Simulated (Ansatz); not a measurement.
The starting structures come from a database of crystals and need not be the phases stable at ambient conditions.

Data:

```yaml
crystal:
  lattice:
    - [5.84914, 0.00000, 0.00000]
    - [0.00000, 8.36025, 0.00000]
    - [0.00000, 0.00000, 5.84914]
  atoms:
    - { symbol: K, position: [0.50000, 0.00000, 0.50000] }
    - { symbol: K, position: [0.00000, 0.00000, 0.00000] }
    - { symbol: Na, position: [0.00000, 0.75893, 0.50000] }
    - { symbol: Na, position: [0.50000, 0.24107, 0.00000] }
    - { symbol: La, position: [0.50000, 0.50000, 0.50000] }
    - { symbol: La, position: [0.00000, 0.50000, 0.00000] }
    - { symbol: Ta, position: [0.50000, 0.74600, 0.00000] }
    - { symbol: Ta, position: [0.00000, 0.25400, 0.50000] }
    - { symbol: O, position: [0.50000, 0.96807, 0.00000] }
    - { symbol: O, position: [0.00000, 0.03193, 0.50000] }
    - { symbol: O, position: [0.72843, 0.67531, 0.77157] }
    - { symbol: O, position: [0.72843, 0.67531, 0.22843] }
    - { symbol: O, position: [0.27157, 0.67531, 0.22843] }
    - { symbol: O, position: [0.27157, 0.67531, 0.77157] }
    - { symbol: O, position: [0.77157, 0.32469, 0.27157] }
    - { symbol: O, position: [0.77157, 0.32469, 0.72843] }
    - { symbol: O, position: [0.22843, 0.32469, 0.72843] }
    - { symbol: O, position: [0.22843, 0.32469, 0.27157] }
```

Space group of this cell: P4/nmm. The cell is taken as given; by r2SCAN its mean pressure is -3.5 GPa.

Transport runs along the normal of the first two printed cell vectors, the (100) plane of the conventional cell.

No gap correction and no spin-orbit coupling; mid-gap values are interpolated between computed energies.

Task: Give the band gap and the smallest decay constant κ at mid-gap that r2SCAN (Ansatz, a first-principles code) yields.

Result: Gap 4.11 eV on a 6×4×6 mesh; κ = 0.438 1/Å, at the zone centre.
